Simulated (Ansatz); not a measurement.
## GaP, response to strain and stress

Base system: GaP in the zinc blende structure (space group F-43m, No. 216; a = 5.4514 Å). Axes: x, y, z lie along the cube axes.

Strains are applied to the cell and any free atomic positions relax; under biaxial strain the out-of-plane vector relaxes too; under stress the whole cell relaxes.

Method: DFT with r2SCAN, PAW potentials and a 500 eV plane-wave cutoff in Ansatz (a program for electronic structure), no spin-orbit coupling.

Candidates:
(a) uniaxial stress, 2 GPa tension along z
(b) biaxial strain +1.86 %, plane normal [001], relaxed out of plane
(c) biaxial strain +0.43 %, plane normal [001], relaxed out of plane

For the base:

```
Item        Value
--------  -------
Band gap  1.85 eV
```

Q: Order them by band gap, highest first.

A: (c) biaxial strain +0.43 %, plane normal [001], relaxed out of plane (1.78 eV), (a) uniaxial stress, 2 GPa tension along z (1.74 eV), (b) biaxial strain +1.86 %, plane normal [001], relaxed out of plane (1.55 eV)

Beyond what the load breaks, stability against distortions was not tested.
